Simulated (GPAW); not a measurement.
**Converging the plane-wave cutoff: NbH (I4mm, 2 atoms in the cell)**

```xyz
2
Lattice="-1.5989 1.5989 1.9744 1.5989 -1.5989 1.9744 1.5989 1.5989 -1.9744" Properties=species:S:1:pos:R:3 pbc="T T T"
Nb     0.0000     0.0000     0.0500
H      0.0000     0.0000     1.9744
```

Computed with PBEsol, GPAW PAW datasets PBEsol (made by gpaw-setup) (plane waves; GPAW).

Base settings: mode = pw; ecut = 850 eV; xc = PBEsol; kpts = 5 5 5; mesh shift (steps) = 0 0 0; occupations.name = fermi-dirac; occupations.width = 0.1 eV; nbands = -10; convergence.density = 1e-05 e/electron; symmetry.symmorphic = false.

The second cell is the first with its lattice scaled by 0.98.

The mesh stays at the base's, so the ladder's end is converged at best in this setting alone.

Only quantities that move along the ladder and can be compared are tabulated.

The count of work is k-points × plane waves × bands × iterations; it is no time. 

The starting cell comes from a database of computed structures (which also holds hypothetical and non-ambient phases and stackings), without a prior relaxation at this level. Its lattice was rescaled by up to half a per cent. One atom was moved a little off its site on purpose. Spin polarisation is off. In the base run, with a pressure of about -6 GPa the cell is away from its equilibrium volume at this level. Without a gap this mesh is coarse (it stands for a supercell whose shortest vector is 15 Å).

```csv
ecut,free energy less the last step's (meV/atom),energy of the compressed cell less the first (meV/atom),pressure (GPa),count of work / last
300 eV,80.42,1.25,-9.24,0.061
340 eV,42.45,1.98,-7.68,0.077
380 eV,24.14,1.23,-6.82,0.087
425 eV,13.69,1.13,-6.32,0.098
470 eV,8.12,0.98,-6.07,0.12
510 eV,5.06,0.96,-5.94,0.14
595 eV,1.82,0.85,-5.78,0.16
680 eV,0.59,0.83,-5.70,0.20
765 eV,0.19,0.82,-5.66,0.23
850 eV,0.07,0.81,-5.65,0.27
935 eV,0.03,0.81,-5.65,0.31
1020 eV,0.01,0.81,-5.64,0.36
1150 eV,0.00,0.81,-5.64,0.42
1275 eV,0.00,0.81,-5.64,0.49
1490 eV,0.00,0.81,-5.64,0.62
1700 eV,0.00,0.81,-5.64,0.76
2040 eV,0.00,0.81,-5.64,1.0
```

Coarsest ecut that holds the energy of the compressed cell less the first within 0.5 meV/atom of the last step, with all finer ones: 380 eV, at 0.087 of the last step's count of work; the step before is off by 1.2 meV/atom.

Coarsest ecut that holds the free energy within 0.5 meV/atom of the last step, with all finer ones: 765 eV, at 0.23 of the last step's count of work; the step before is off by 0.59 meV/atom.

Coarsest ecut that holds the pressure within 0.1 GPa of the last step, with all finer ones: 680 eV, at 0.20 of the last step's count of work; the step before is off by 0.14 GPa.

The energy difference between the two cells stays within 1 meV/atom of the last step's from 380 eV on, the total only from 680 eV on: much of the error is common to both cells and cancels.

At the lowest cutoff the pressure lies 3.6 GPa under the last step's, the usual sign of Pulay stress in an incomplete plane-wave basis.
